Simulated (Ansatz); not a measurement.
The starting structures come from a database of crystals and need not be the phases stable at ambient conditions.

The decay constant κ of evanescent states in the gap governs leakage through a thin film.

```
CELL_PARAMETERS angstrom
      5.27145     0.00000     0.00000
      2.63572     4.91130     0.00000
      2.63572     1.41450     4.34054
ATOMIC_POSITIONS crystal
  Zn 0.36546 0.90362 0.36546
  Zn 0.63454 0.09638 0.63454
  Sn 0.14996 0.55013 0.14996
  Sn 0.85004 0.44987 0.85004
  O  0.75985 0.74441 0.04999
  O  0.24015 0.25559 0.95001
  O  0.44575 0.74441 0.75985
  O  0.55425 0.25559 0.24015
  O  0.04999 0.74441 0.44575
  O  0.95001 0.25559 0.55425
```

Space group of this cell: R-3. The cell is strained (all lengths scaled by 0.98); by PBEsol its mean pressure is 3.7 GPa.

Transport runs along the normal of the first two printed cell vectors, the (101) plane of the conventional cell.

No gap correction and no spin-orbit coupling; mid-gap values are interpolated between computed energies.

Question: Give the band gap and the smallest decay constant κ at mid-gap that PBEsol in Ansatz (an electronic-structure program) yields.

Answer: Gap 1.63 eV on a 8×8×8 mesh; κ = 0.171 1/Å, at the zone centre.
